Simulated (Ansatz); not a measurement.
System: BaHfO3 (Pm-3m, No. 221, 5 atoms in the cell; start mp-998552). Method: PBE in Ansatz (PAW).

Run with plane-wave cutoff 520 eV, 8×8×8 k mesh, perturbation theory, scalar-relativistic PAW data made under PBE.

Computed at the level's own relaxed cell.

```
CELL_PARAMETERS angstrom
      4.20624     0.00000     0.00000
      0.00000     4.20624     0.00000
      0.00000     0.00000     4.20633
ATOMIC_POSITIONS crystal
  Ba 0.50000 0.50000 0.99797
  Hf 0.00000 0.00000 0.49798
  O  0.00000 0.50000 0.49803
  O  0.50000 0.00000 0.49803
  O  0.00000 0.00000 0.99801
```

Harmonic phonon frequencies (cm⁻¹; i marks an imaginary mode; at Γ without the LO shift):

| q point | frequencies |
|---|---|
| Γ | 0 0 0 95 95 95 180 180 180 203 203 203 496 496 496 |
| X | 78 78 91 91 131 169 202 202 239 267 267 394 481 481 706 |
| M | 78 79 79 83 105 177 177 278 278 297 297 404 464 550 754 |

No imaginary mode appears at these points.

Note: the relaxation could not lower the start's symmetry, so the cell can be a saddle point above a distorted one.

A start named mp-… is a Materials Project structure, which need not be a measured phase.

Ansatz is a quantum-chemistry and plane-wave program.
